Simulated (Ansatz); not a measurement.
TlBr (model structure, started from the h-BN type, P6₃/mmc, No. 194, 4 atoms in the cell), treated with PBEsol in Ansatz (PAW).

Numerical settings: plane-wave cutoff 500 eV, 12×12×4 k mesh (along the axes of the cell as run), Fermi–Dirac smearing 0.05 eV, scalar-relativistic PAW data made under PBE.

Cell (relaxed at this level):

```
TlBr
1.0
    5.54975     0.00000     0.00000
   -2.77487     4.80622     0.00000
    0.00000     0.00000     6.54114
Tl Br
2 2
Cartesian
  0.00000   3.20415   1.63528
  2.77487   1.60207   4.90585
  0.00000   3.20415   4.90585
  2.77487   1.60207   1.63528
```

**Question.** Estimate the band gap that the calculation returns.

**Answer.** 
* **band gap**: 2.84 eV (on the SCF k mesh)

Note: the relaxation could raise the start's symmetry but not lower it, so the cell can be a saddle point.

Spin–orbit coupling is not included; with these elements it can move the gap by several tenths of an eV or more.

Computing time: around 5 core-minutes (rough).

A model structure was made by putting elements into a prototype or built by hand; it is no filed structure, need not be a known phase, and can be a saddle point held by its symmetry.

Ansatz is a program for electronic structure.
